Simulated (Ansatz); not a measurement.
# Response to strain in Au

The reference is Au in the fcc (Cu type) structure (space group Fm-3m, No. 225; a = 4.083 Å). Axes: x, y, z lie along the cube axes.

Strains are applied to the cell and any free atomic positions relax; under biaxial strain the out-of-plane vector relaxes too.

Levels (all Ansatz, a first-principles code, PAW): PBEsol (420 eV, no SOC); r2SCAN (500 eV, scalar-relativistic without spin-orbit coupling).

Pressures by level, all at the geometries relaxed with PBEsol:

```json
[
 {"case": "base", "PBEsol": "0.0 GPa", "r2SCAN": "5.1 GPa"},
 {"case": "biaxial strain −2.16 %, plane normal [111], relaxed out of plane", "PBEsol": "3.1 GPa", "r2SCAN": "8.4 GPa"},
 {"case": "biaxial strain −0.66 %, plane normal [111], relaxed out of plane", "PBEsol": "0.8 GPa", "r2SCAN": "5.9 GPa"},
 {"case": "uniaxial strain ε_xx = −2.17 %", "PBEsol": "4.1 GPa", "r2SCAN": "9.4 GPa"},
 {"case": "uniaxial strain ε_xx = +1.25 %", "PBEsol": "-2.1 GPa", "r2SCAN": "2.9 GPa"},
 {"case": "strain tensor (xx, yy, zz, yz, xz, xy) = (+1.57, +0.28, −1.70, −0.16, −1.37, +0.32) %", "PBEsol": "-0.1 GPa", "r2SCAN": "5.0 GPa"}
]
```

Single points use the geometry relaxed with PBEsol. Their cutoffs differ, which shifts pressures a little. Without a gap, meshes like the base's 20×20×20 leave anisotropic stresses uncertain by several tenths of a GPa, and small strain energies with them. No phonon test of stability was made.
